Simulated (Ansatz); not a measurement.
Effect of x(Zr) = 0.75, 8 atoms, P-6m2 on MoP

Consider MoP (space group P-6m2, No. 187; a = 3.206 Å, c = 3.174 Å).

The other end (x = 1) is ZrP (space group P-6m2, No. 187; a hypothetical phase, not in the database extracts checked): 18.39 Å³/atom, gap zero; this end may not be an ambient phase.

It is then changed as follows: Zr replaces 75.0 % of the Mo, ordered in a cell of 8 atoms (starting symmetry P-6m2) and fully relaxed.

Computed with Ansatz (a program for electronic structure), PBEsol, PAW, cutoff 420 eV, no spin-orbit coupling. Γ-centred 16×16×4 mesh, Fermi–Dirac width 0.05 eV, for the changed cell.

| quantity | base | changed | shift |
|---|---|---|---|
| volume per atom | 14.13 Å³ | 17.09 Å³ | +2.96 Å³ |
| density | 7.46 g/cm³ | 6.00 g/cm³ | -1.46 g/cm³ |
| shortest interatomic distance | 2.438 Å | 2.471 Å | +0.0324 Å |
| band gap | zero | zero | – |
| mixing energy (to 0.01 eV only: unlike meshes or grids) (against an end that may be hypothetical) | – | +0.01 eV/atom | – |
| deviation of the volume from the linear (Vegard-type) interpolation | – | -1.4 % | – |
| mean first-shell distances | – | Mo–P 2.471 Å (end compound 2.438 Å), Zr–P 2.644 Å (end compound 2.655 Å) | – |

Cost of the whole job for the changed cell (relaxation, final SCF and bands): around 4 core-minutes (rough).

Each cell is one ordered arrangement of few atoms, which overstates ordering effects compared with a random alloy. Stability against distortions was not tested. The final runs are not spin-polarised. An odd electron count without spin: MoP and ZrP. Zr3MoP4 and ZrP have a high density of states at the Fermi level and may be magnetic at this level.
